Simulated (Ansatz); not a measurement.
System: BeS (model structure, started from the BN type, Pm-3n, No. 223, 12 atoms in the cell). Method: PBEsol (Ansatz, an electronic-structure program, plane waves, PAW).

Numerical settings: plane-wave cutoff 520 eV, 6×6×6 k mesh, Fermi–Dirac smearing 0.01 eV, scalar-relativistic PAW data made under PBE.

Computed at the level's own relaxed cell.

```
BeS
1.0
    5.96478     0.00000     0.00000
    0.00000     5.96478     0.00000
    0.00000     0.00000     5.96478
Be S
6 6
Direct
  0.25000   0.00000   0.50000
  0.50000   0.25000   0.00000
  0.50000   0.75000   0.00000
  0.75000   0.00000   0.50000
  0.00000   0.50000   0.75000
  0.00000   0.50000   0.25000
  0.25000   0.50000   0.00000
  0.00000   0.25000   0.50000
  0.00000   0.75000   0.50000
  0.75000   0.50000   0.00000
  0.50000   0.00000   0.75000
  0.50000   0.00000   0.25000
```

Task: List the 34 lowest band energies at Γ above −25 eV (eV, relative to the valence band maximum), grouping those that round alike.

Result: At Γ: -13.71, -12.81 (×2), -11.46 (×3), -6.16 (×2), -5.80, -4.68 (×3), -2.84 (×3), -2.15 (×3), -1.87 (×3), 0.00 (×3), 3.70 (×3), 4.09, 4.41 (×3), 5.03, 5.91 (×2).

Note: the relaxation could raise the start's symmetry but not lower it, so the cell can be a saddle point.

A model structure was made by putting elements into a prototype or built by hand; it is no filed structure, need not be a known phase, and can be a saddle point held by its symmetry.
